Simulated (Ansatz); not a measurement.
## Ti with two functionals, uniaxial strain ε_zz = −1.03 %

Base system: Ti in the hcp (Mg type) structure (space group P6_3/mmc, No. 194; a = 2.9395 Å, c = 4.6539 Å; relaxed with 0.1 eV smearing). Axes: x lies along a and z along c of the hexagonal cell.

(Cell as relaxed with PBE.)

Levels (all Ansatz, an electronic-structure program, PAW, earlier PAW set): PBE (420 eV, scalar-relativistic without spin-orbit coupling); r2SCAN (500 eV, no spin-orbit coupling).

Each level relaxes its own structure.

```csv
base,PBE,r2SCAN
volume per atom,17.41 Å³,17.33 Å³
lattice parameter a,2.939 Å,2.937 Å
band gap,zero,zero
```

Perturbation: uniaxial strain ε_zz = −1.03 %, all other strain components held at zero; the atoms relax in the strained cell.

```tsv
quantity	PBE	r2SCAN
shortest interatomic distance	2.861 Å	2.855 Å
pressure (mean of the normal stresses, compression positive)	1.2 GPa	1.2 GPa
energy relative to the base (free energy F)	+1.1 meV/atom	+1.1 meV/atom
```

PBE's shortest interatomic distance lies 0.006 Å above r2SCAN's (0.2 %); the two agree on the pressure and energy relative to the base. Neither level is exact; r2SCAN is the comparison here, not a measurement.

Whether these cells are dynamically stable was not tested. The final runs are not spin-polarised.
